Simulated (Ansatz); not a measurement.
Sn on the 1x1 (111) surface of fcc Ir, one in a 2x2 cell, started at the site 'bridge Ir-Ir (span 2.7 Å)'

Method: PBE (plane waves to 420 eV, PAW; Ansatz, an electronic-structure program).

Set-up: 17 atoms, 6.6 Å thick at the start under the adsorbate (thin: gaps and levels are the slab's own); mesh 6x6x1; 0.1 eV smearing; dipole correction on; 8 atoms held, the rest relaxed; symmetry of the start imposed; no spin, no spin-orbit, no U, no dispersion correction. At the end it is bonded to 3 Ir. In PBE it is, or lies within 0.03 eV of, the lowest of the starts that converged.

```json
{
  "adsorption_energy_against_an_atom_of_beta_tin": "-31.1 kcal/mol",
  "work_function_of_the_top_face": "4.43 eV",
  "change_of_the_work_function": "-1.06 eV",
  "change_of_the_step_from_the_bottom_to_the_top_vacuum_level_against_the_clean_slab": "-1.06 eV",
  "energy_released_by_relaxation": "0.45 eV",
  "height of the binding atom over the mean of the host atoms within 0.3 Å of the top one": "2.206 Å",
  "nearest_host_atoms_of_the_binding_atom": "Ir at 2.73 Å, Ir at 2.73 Å, Ir at 2.73 Å",
  "largest_move_of_a_host_atom": "0.05 Å",
  "caution": "the clean host was not checked against rearrangement in a larger or rattled cell",
  "note": "in the relaxation the adsorbate left its starting site by 0.8 Å",
  "cost": "around 16 core-minutes (rough)"
}
```

A negative adsorption energy means that the adsorbate is more stable on the surface than in its reference.
